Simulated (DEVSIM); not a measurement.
System: abrupt Ge n-p junction, at 300 K.

Layer 1 from the left is Ge, thickness (μm) 21.0, Nd (cm⁻³) 3.8e14, τn (s) 1.2e-5, τp (s) 1.2e-5. Layer 2 from the left is Ge, thickness (μm) 130, Na (cm⁻³) 2.4e17, τn (s) 1.2e-5, τp (s) 1.2e-5.

Left contact: ohmic. Right contact: ohmic. Voltage is applied to the left contact. Recombination: SRH at mid-gap, radiative. Mobility is μmin + (μ − μmin)/(1 + (N/Nref)^α).

The device is made up for the run: typed textbook-type constants, with dimensions and the other settings drawn at random. Values at 300 K.

Ge: gap (eV) 0.664, affinity (eV) 4, permittivity 16, Nc (cm⁻³) 1.04e19, Nv (cm⁻³) 6e18, μn (cm²/Vs) 3900, μp (cm²/Vs) 1900, μn,min 150, μp,min 100, Nref,n 2.6e17, Nref,p 4e17, αn 0.56, αp 0.6, B (cm³/s) 6.4e-14.

DEVSIM, 1D drift-diffusion, Boltzmann statistics, complete ionisation; no tunnelling, impact ionisation, image-force lowering or self-heating.

### Question
What does the simulation give for the largest field in the device at zero bias, the potential step across the device at zero bias?

### Answer
largest field in the device at zero bias 23000 V/cm; potential step across the device at zero bias 0.317 V.
